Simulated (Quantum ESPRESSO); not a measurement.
Quantum ESPRESSO run on P (Cmce, 4 atoms in the cell): self-consistent single point.

Computed with PBEsol, PSlibrary PAW (PBE) pseudopotentials (plane waves; Quantum ESPRESSO 7.5).

```xyz
4
Lattice="1.6476 -5.4645 0.0000 1.6476 5.4645 0.0000 0.0000 0.0000 4.5432" Properties=species:S:1:pos:R:3 pbc="T T T"
P      1.6476     1.0477     4.1397
P      1.6476    -1.0477     0.4035
P      1.6476     4.4168     1.8681
P      1.6476    -4.4168     2.6751
```

Reference input (self-consistent single point, DFT, PBE, plane waves, PSlibrary PAW (PBE) pseudopotentials): ecutwfc = 40 Ry; ecutrho = 240 Ry; occupations = smearing; smearing = gauss; degauss = 0.0099958 Ry; potentials = {P: P.pbe-n-kjpaw_psl.1.0.0.UPF}; K_POINTS = automatic 8 8 6 0 0 0; conv_thr = 1e-10 Ry. This run's input differs from it in these lines:

```diff
@@ -17,2 +17,3 @@
  degauss = 0.0099958
+ input_dft = 'pbesol'
 /
```

Log, with long lists cut:

```
     Self-consistent Calculation

     iteration #  1     ecut=    40.00 Ry     beta= 0.70

---- Real-time Memory Report at c_bands before calling an iterative solver
           151 MiB given to the printing process from OS
            75 MiB allocation reported by mallinfo(arena+hblkhd)
------------------

     Threshold (ethr) on eigenvalues was too large:
     Diagonalizing with lowered threshold

---- Real-time Memory Report at c_bands before calling an iterative solver
           195 MiB given to the printing process from OS
            85 MiB allocation reported by mallinfo(arena+hblkhd)
------------------

   [... lines left out ...]

---- Real-time Memory Report at c_bands before calling an iterative solver
           205 MiB given to the printing process from OS
            91 MiB allocation reported by mallinfo(arena+hblkhd)
------------------

     total energy              =    -217.53421149 Ry
     estimated scf accuracy    <          5.1E-10 Ry

     iteration #  9     ecut=    40.00 Ry     beta= 0.70

---- Real-time Memory Report at c_bands before calling an iterative solver
           206 MiB given to the printing process from OS
            92 MiB allocation reported by mallinfo(arena+hblkhd)
------------------
     End of self-consistent calculation

     the Fermi energy is     6.8074 ev

!    total energy              =    -217.53421149 Ry
     estimated scf accuracy    <          1.7E-11 Ry
     smearing contrib. (-TS)   =      -0.00004319 Ry
     internal energy E=F+TS    =    -217.53416831 Ry

      -> PAW hartree energy AE =      27.61638505 Ry
      -> PAW hartree energy PS =     -27.49354722 Ry
      -> PAW xc energy AE      =    -177.94899346 Ry
      -> PAW xc energy PS      =      14.26983764 Ry
      -> total E_H with PAW    =       7.38390418 Ry
      -> total E_XC with PAW   =    -180.94721610 Ry

     convergence has been achieved in   9 iterations

     Forces acting on atoms (cartesian axes, Ry/au):

     atom    1 type  1   force =     0.00000000    0.00502615    0.01110402
   [... lines left out ...]

     Total force =     0.024377     Total SCF correction =     0.000010

          total   stress  (Ry/bohr**3)                   (kbar)     P=       -5.04
  -0.00006296  -0.00000000   0.00000000           -9.26       -0.00        0.00
  -0.00000000  -0.00001589   0.00000000           -0.00       -2.34        0.00
   0.00000000   0.00000000  -0.00002400            0.00        0.00       -3.53

   JOB DONE.
```

The run converged in 9 iterations. Against the reference run the pressure goes from 2.05 to -0.50 GPa and the largest force goes from 0.348 to 0.313 eV/Å. The full log also holds: “c_bands:  1 eigenvalues not converged”.

The starting cell comes from a database of computed structures (which also holds hypothetical and non-ambient phases and stackings), without a prior relaxation at this level. Its lattice was rescaled by a random factor within 2.5 % of one.

Cost on one core of a shared machine: roughly 2 min.
